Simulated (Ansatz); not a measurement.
Ansatz (a program for electronic structure), DFT, PBE, plane waves, its default PAW files: Cu(100) slab of 6 layers, 1x1, atoms displaced (Cu6), unrelaxed, 6 atoms. Basis and mesh were picked for this test and aren't claimed converged.

- cell: 2.56, 2.56, 29.04 Å; 90, 90, 90°
- distance to the nearest atom: 2.53 to 2.56 Å
- task: single point
- k mesh: 10×10×1
- hamiltonian.xc: pbe
- kind of files: paw
- scf.occupations.method: fermi_dirac
- scf.occupations.width: 0.1 eV
- output.forces: true
- binding of workers (--pin): off
- k-point pools (--kpoint-pools): 1
- memory maximum (--max-ram): 8GiB
- accuracy: medium (default)
- basis.precision: auto (default)
- basis.xc_grid: 2 (default)
- scf.eigensolver.kind: auto (default)
- scf.convergence.dr2_threshold: 1e-07 (default)
- scf.lower_state_search: light (default)
- k-points after symmetry: 52
- bands at the start: 64
- electrons: 114
- plane waves at Γ: 3741
- cutoff (eV): 420
- FFT grid: 18×18×200
- symmetry operations: 1

One run each.

All on 4 threads. Base settings, kept where nothing else is said: scf.mixing.algorithm = auto (default), scf.mixing.preconditioner = auto (default), scf.algorithm = auto (default) (scf.mixing.beta, scf.mixing.ndim, scf.mixing.q_tf not set). The settings tried:…
- scf.mixing.algorithm = broyden, scf.mixing.preconditioner = kerker, scf.mixing.q_tf = 1.5 1/Å
- scf.mixing.preconditioner = local_kerker
- scf.mixing.ndim = 4
- scf.mixing.algorithm = broyden, scf.mixing.beta = 0.1
- scf.mixing.algorithm = broyden, scf.mixing.beta = 1
- scf.mixing.algorithm = anderson, scf.mixing.ndim = 1
- scf.mixing.preconditioner = kerker
- scf.mixing.preconditioner = kerker_dos
- scf.mixing.algorithm = anderson, scf.mixing.ndim = 16
- scf.mixing.preconditioner = none
- scf.mixing.algorithm = broyden, scf.mixing.preconditioner = kerker
- scf.mixing.algorithm = broyden, scf.mixing.beta = 0.3
- scf.mixing.algorithm = anderson
- the base settings
- scf.mixing.algorithm = broyden, scf.mixing.preconditioner = kerker, scf.mixing.q_tf = 0.5 1/Å
- scf.mixing.algorithm = anderson, scf.mixing.ndim = 4
- scf.algorithm = direct_min
- scf.mixing.ndim = 16
- scf.mixing.algorithm = broyden, scf.mixing.beta = 0.7
- scf.mixing.algorithm = broyden
- scf.mixing.algorithm = msr1
- scf.mixing.preconditioner = ldos
- scf.mixing.algorithm = broyden, scf.mixing.preconditioner = none

Problem. Name the extremes by SCF iterations: fewest, most, and any that don't converge.

Solution. Fewest SCF iterations: scf.algorithm = direct_min (6). Most among those that reach the base run's result: scf.mixing.preconditioner = kerker (48). No count from: scf.mixing.algorithm = anderson, scf.mixing.ndim = 1 (unfinished when stopped at the time that we allowed, after 19 SCF iterations). All the others converged. In the base run the program took: scf.mixing.algorithm MSR1, scf.mixing.preconditioner LDOS, scf.eigensolver.kind band_cg, --slots 4.

```csv
setting,SCF iterations,applications of H to a band,end
scf.algorithm = direct_min,6,241762,converged
the base settings,10,66941,converged
scf.mixing.algorithm = msr1,10,66941,converged
scf.mixing.algorithm = broyden,10,73574,converged
scf.mixing.algorithm = anderson,10,73405,converged
scf.mixing.preconditioner = ldos,10,66941,converged
"scf.mixing.algorithm = broyden, scf.mixing.beta = 0.3",10,65911,converged
"scf.mixing.algorithm = broyden, scf.mixing.beta = 0.7",10,70491,converged
"scf.mixing.algorithm = broyden, scf.mixing.beta = 1",10,73574,converged
"scf.mixing.algorithm = anderson, scf.mixing.ndim = 16",10,73440,converged
scf.mixing.ndim = 4,10,68783,converged
scf.mixing.ndim = 16,10,66969,converged
"scf.mixing.algorithm = anderson, scf.mixing.ndim = 4",12,96795,converged
"scf.mixing.algorithm = broyden, scf.mixing.beta = 0.1",13,89502,converged
scf.mixing.preconditioner = local_kerker,14,79569,converged
scf.mixing.preconditioner = none,15,97180,converged
"scf.mixing.algorithm = broyden, scf.mixing.preconditioner = none",16,111146,converged
"scf.mixing.algorithm = broyden, scf.mixing.preconditioner = kerker, scf.mixing.q_tf = 0.5 1/Å",19,106375,converged
"scf.mixing.algorithm = broyden, scf.mixing.preconditioner = kerker, scf.mixing.q_tf = 1.5 1/Å",28,138510,converged
scf.mixing.preconditioner = kerker_dos,34,164965,converged
"scf.mixing.algorithm = broyden, scf.mixing.preconditioner = kerker",40,186616,converged
scf.mixing.preconditioner = kerker,48,221294,converged
```

An iteration's cost differs between solvers, so these counts don't give the time.

Keys are those of Ansatz 0.2.
